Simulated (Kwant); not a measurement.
Model system: quantum point contact (saddle potential) in a Si two-dimensional gas. Effective mass 0.19 mₑ, grid spacing 2 nm, hard walls, nominal width 40 nm (19 grid rows, so walls 40 nm apart), one parabolic valley, scattering region 120 nm long along x; energies count from the band bottom; Fermi energy 0.0377 eV. Potential (V0 + ½k y²) cos²(πx/L) for |x| < L/2, with V0 swept from 0.039585 to 0 eV, k = 0.00024 eV/nm², L = 28 nm.

Constants are typed, rounded textbook-type inputs, not results; the design itself was drawn at random and stands for no fabricated device.

Computed with Kwant: effective-mass tight-binding model on a square grid, one spin, coherent transport at 0 K. Conductance is in e²/h.

**Question.** Compare with the saddle-point formula G = Σ 1/(1 + exp(−2π(E − V0 − ħωy(n + ½))/ħωx)), taking ħωy = ħ√(k/m) and ħωx from the curvature along x of V0 plus half of the mode's confinement energy.

**Answer.** ħωy = 9.81 meV; at V0 = 32.1 meV the lowest mode has ħωx = 18.7 meV.

```tsv
V0 (meV)	formula	simulation
37.3	0.21	0.23
32.1	0.61	0.65
27.0	1.11	1.14
21.8	1.65	1.69
16.6	2.16	2.18
11.5	2.71	2.74
```

The formula takes a parabolic saddle in the continuum; the run has the full potential on a grid.
